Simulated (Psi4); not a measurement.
Psi4 1.11, unrestricted B3LYP/def2-svp: [C]1=C[SiH2]C=C1, charge 0, multiplicity 2, 10 atoms. The geometry is a generated start, not checked to be a minimum at this level.

```
Quantity                                             Value
--------------------------  ------------------------------
task                                                energy
method                                               b3lyp
basis                                             def2-svp
memory                                                3 GB
maxiter                                                100
keys of the molecule block                     symmetry c1
scf_type                                      df (default)
guess                       auto, which took SAD (default)
scf_initial_accelerator                    adiis (default)
e_convergence                              1e-06 (default)
d_convergence                              1e-06 (default)
dft_radial_points                             75 (default)
dft_spherical_points                         302 (default)
basis functions                                         99
grid points                                         213999
```

```xyz
10

C     -0.9342     1.1692    -0.3636
C      0.3447     1.4166    -0.2438
Si     1.1776    -0.2730     0.2124
C     -0.5303    -1.0796     0.1499
C     -1.4562    -0.1560    -0.1602
H      0.8406     2.3586    -0.3730
H      1.7739    -0.2426     1.5462
H      2.0907    -0.7260    -0.8344
H     -0.7936    -2.1115     0.3252
H     -2.5133    -0.3559    -0.2587
```

Charge 0 and multiplicity 2 are set for this test and not shown to be the ground state.

One run each on 2 threads. Values of diis_max_vecs tried: 3, 6, 10 (default), 20.

Question: Which value of diis_max_vecs needs the fewest SCF iterations, and what happens away from it?

Answer: Fewest SCF iterations, within one of each other: 10 (default) with 12, 20 with 12. The count rises to 19 at 3. All converge to one solution.

```tsv
diis_max_vecs	SCF iterations	end
3	19	same solution
6	14	same solution
10 (default)	12	same solution
20	12	same solution
```
